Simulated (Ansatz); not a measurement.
Take BAs in the zinc blende structure (space group F-43m, No. 216) as the base.

```
CELL_PARAMETERS angstrom
      0.00000     2.38395     2.38395
      2.38395     0.00000     2.38395
      2.38395     2.38395     0.00000
ATOMIC_POSITIONS crystal
  B  0.00000 0.00000 0.00000
  As 0.25000 0.25000 0.25000
```

Cartesian axes are those of the cell as printed.

Calculations: PBEsol (Ansatz, a first-principles code, PAW, no SOC).

Strains are applied to the cell and any free atomic positions relax.

One change was made to it. Results:

```csv
quantity,base,after
"pressure (mean of the normal stresses, compression positive)",0.00 GPa,-1.37 GPa
"valence-band top at Γ (three highest levels, from the VBM)","0.00, 0.00, 0.00 eV","0.00, 0.00, -0.10 eV"
energy relative to the base (free energy F),0 meV/atom,+1.2 meV/atom
```

Name the change that was made.
(A) uniaxial strain ε_zz = +1.00 %
(B) uniaxial strain ε_zz = +0.50 %
(C) uniaxial strain ε_zz = −1.00 %
(D) uniaxial strain ε_zz = −2.00 %
(E) uniaxial strain ε_zz = +1.50 %

A, uniaxial strain ε_zz = +1.00 %. For comparison, the valence-band top at Γ in the other runs: uniaxial strain ε_zz = +0.50 % gives 0.00, 0.00, -0.05 eV; uniaxial strain ε_zz = −1.00 % gives 0.00, -0.10, -0.10 eV; uniaxial strain ε_zz = −2.00 % gives 0.00, -0.19, -0.19 eV; uniaxial strain ε_zz = +1.50 % gives 0.00, 0.00, -0.15 eV.

The levels and masses belong to the bands next to the band gap. Whether these cells are dynamically stable was not tested.
